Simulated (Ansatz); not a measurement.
Worked example: self-consistent single point of LuP (I4mm, 2 atoms in the cell) in Ansatz (an electronic-structure program).

Method of the run: LDA (PW92), default PAW files made with PBE (plane waves; Ansatz).

The change in words: lattice scaled by 0.98; basis.ecutrho_ratio: default → 2. Reference geometry:
```yaml
crystal:
  lattice:
    - [0.00000, 2.74805, 2.74805]
    - [2.74805, 0.00000, 2.74805]
    - [2.74805, 2.74805, 0.00000]
  atoms:
    - { symbol: Lu, position: [0.00910, 0.00910, 0.99090] }
    - { symbol: P, position: [0.50000, 0.50000, 0.50000] }
```

Reference input (self-consistent single point, DFT, LDA (PW92), plane waves, default PAW files made with PBE): basis.ecutwfc = 420 eV; kpoints.mp_grid.grid = 10 10 10; hamiltonian.xc = lda; hamiltonian.pseudopotentials = {kind: paw} (the program's default PAW files); scf.occupations.method = fermi_dirac; scf.occupations.width = 0.1 eV. This run's input differs from it in these lines:

Ansatz 0.2 input:
```diff
@@ -3,5 +3,5 @@
   lattice:
-    - [0.00000000, 2.74804600, 2.74804600]
-    - [2.74804600, 0.00000000, 2.74804600]
-    - [2.74804600, 2.74804600, 0.00000000]
+    - [0.00000000, 2.69308500, 2.69308500]
+    - [2.69308500, 0.00000000, 2.69308500]
+    - [2.69308500, 2.69308500, 0.00000000]
   atoms:
@@ -11,2 +11,3 @@
   ecutwfc: 420.0
+  ecutrho_ratio: 2
 kpoints:
```

Output (repeated stretches shortened):

```
SCF iter   1: F=—  HF=-15222.227166 eV  |F-HF|=—  |Δ(HF+E_count)|=         —  Δρ=4.76e-3  dr2=8.34e-3  ethr=1.77e-3  ⟨swp⟩=5.6  Hψ=11122  notcnv=0
all-band conjugate gradients solve this SCF's bands
preconditioner: auto → Kerker (q_TF=auto, 2.611 Å⁻¹)
SCF iter   2: F=—  HF=-15222.224385 eV  |F-HF|=—  |Δ(HF+E_count)|=   2.78e-3  Δρ=2.99e-3  dr2=2.87e-3  ethr=2.78e-5  ⟨swp⟩=2.1  Hψ=4373  notcnv=0
SCF iter   3: F=—  HF=-15222.224072 eV  |F-HF|=—  |Δ(HF+E_count)|=   3.14e-4  Δρ=1.59e-3  dr2=1.05e-3  ethr=9.55e-6  ⟨swp⟩=3.0  Hψ=4266  notcnv=0
SCF iter   4: F=—  HF=-15222.223473 eV  |F-HF|=—  |Δ(HF+E_count)|=   5.99e-4  Δρ=3.58e-4  dr2=3.16e-5  ethr=3.49e-6  ⟨swp⟩=2.9  Hψ=4469  notcnv=0
SCF iter   5: F=—  HF=-15222.223480 eV  |F-HF|=—  |Δ(HF+E_count)|=   7.59e-6  Δρ=8.58e-5  dr2=1.97e-6  ethr=1.05e-7  ⟨swp⟩=2.0  Hψ=3343  notcnv=0
SCF iter   6: F=—  HF=-15222.223478 eV  |F-HF|=—  |Δ(HF+E_count)|=   2.26e-6  Δρ=3.49e-5  dr2=2.21e-7  ethr=6.57e-9  ⟨swp⟩=3.5  Hψ=4448  notcnv=0
SCF iter   7: F=-15222.223478 eV  HF=-15222.223478 eV  |F-HF|=1.36e-8  |Δ(HF+E_count)|=   5.93e-8  Δρ=1.23e-5  dr2=4.11e-8  ethr=3.33e-10  ⟨swp⟩=8.6  Hψ=12390  notcnv=0
SCF 1 converged in 7 iterations: F = -15222.223478 eV  dr2 = 4.11e-8
Free energy (F): -15222.223478 eV
Internal energy: -15222.214603 eV  (E = F + TS)
E sigma→0 (E₀):  -15222.219041 eV
Entropy (-TS):   -0.008875 eV (-4.437 meV/atom)
Fermi energy:    13.398572 eV
--- Forces (eV/Å), atoms counted from 1 ---
  atom   1  Lu     0.00000000     0.00000000    -0.35106858
  atom   2  P     -0.00000000    -0.00000000     0.35107880
--- Stress (GPa, compression-positive) ---
        0.221495       0.000000       0.000000
        0.000000       0.221495       0.000000
        0.000000       0.000000       0.606828
  P = ⅓ Tr σ = 0.3499 GPa (3.499 kbar)
  The stress holds the Pulay correction, which leaves out the density cutoff's part. Without it, at fixed plane waves, as pw.x and ABINIT print it …
settings of this run that can trade accuracy for cost: basis.ecutrho_ratio < 4. Do not mix this run's numbers with those of runs without the same settings …
```

The run converged in 7 iterations. Against the reference run the free energy falls by 19.6 meV/atom, the pressure goes from -5.16 to 0.35 GPa and the largest force goes from 0.277 to 0.351 eV/Å. The full log also holds: “WARN basis.ecutrho_ratio = 2 (ecutrho = 840 eV) is below the records' recommended cutoff”.

The starting cell comes from a database of computed structures (which also holds hypothetical and non-ambient phases and stackings), without a prior relaxation at this level. Its lattice was rescaled by up to half a per cent. One atom was moved a little off its site on purpose. For this run, on top of that: lattice scaled by 0.98. Ansatz's pressure includes its estimate of the finite-basis (Pulay) stress. The cutoff lies below the one recommended for these files. The run gives no clean gap (levels at the Fermi energy touch, overlap or are partly filled at this smearing), which alone does not show that the compound is a metal.
